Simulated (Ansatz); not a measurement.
## Phonon-limited transport in Zr under load (space group P6_3/mmc)

Consider the following.

```yaml
crystal:
  lattice:
    - [3.12017, 0.00000, 0.00000]
    - [-1.56009, 2.70215, 0.00000]
    - [0.00000, 0.00000, 5.21286]
  atoms:
    - { symbol: Zr, position: [0.33333, 0.66667, 0.25000] }
    - { symbol: Zr, position: [0.66667, 0.33333, 0.75000] }
```

Calculation: PBEsol, DFPT electron-phonon coupling, linearised Boltzmann equation (plane waves, PAW, scalar-relativistic; Ansatz, a quantum-chemistry and plane-wave program). Condition of this run: biaxial stress xx = yy = 3 GPa (compression positive) (the target of the relaxation). Cell: relaxed with this functional, without spin-orbit coupling, then loaded as said.

```json
{
 "resistivity at 300 K": "59 (x), 59 (y), 42 (z) μΩ·cm",
 "resistivity at 77 K": "10.7 (x), 10.7 (y), 7.9 (z) μΩ·cm",
 "resistivity times mean free path for one path shared by all states (from the Fermi surface's area)": "13.1 (x), 13.1 (y), 8.5 (z) ×10⁻¹⁶ Ω·m²",
 "electron-phonon coupling λ": "0.83",
 "transport coupling λ_tr": "0.86 (x), 0.86 (y), 0.89 (z)",
 "logarithmic_mean_phonon_energy": "12.5 meV",
 "density of states at the Fermi level": "1.10 states/(eV·spin·cell)",
 "drude_plasma_energy": "4.1 (x), 4.1 (y), 4.8 (z) eV",
 "Tc for μ* = 0.10 (anisotropic Eliashberg)": "7.5 K",
 "Tc for μ* = 0.13 (anisotropic Eliashberg)": "6.0 K"
}
```

A metal at this level (no band gap). Only scattering by harmonic phonons is included (no impurities, grain boundaries, electron-electron scattering or thermal expansion). Spin-orbit coupling is left out. For metals of groups 4 to 10, Tc at these values of μ* can lie well above the measured one. The squared frequency of the phonon mode least converged on the k mesh is uncertain by about 11 %. The run warned that the eigensolver left some states short of its tolerance. Halving the electron mesh (32x32x16) moves the resistivity by up to 10 % at 300 K, the coupling by up to 3 %, Tc by up to 2 %. Smearing 0.20 eV; phonons on a 5x5x3 q mesh, which this run doesn't test and which matters most at low temperature. Tc comes from the anisotropic Migdal-Eliashberg equations with μ*, a chosen number, referred to 14.6 meV.
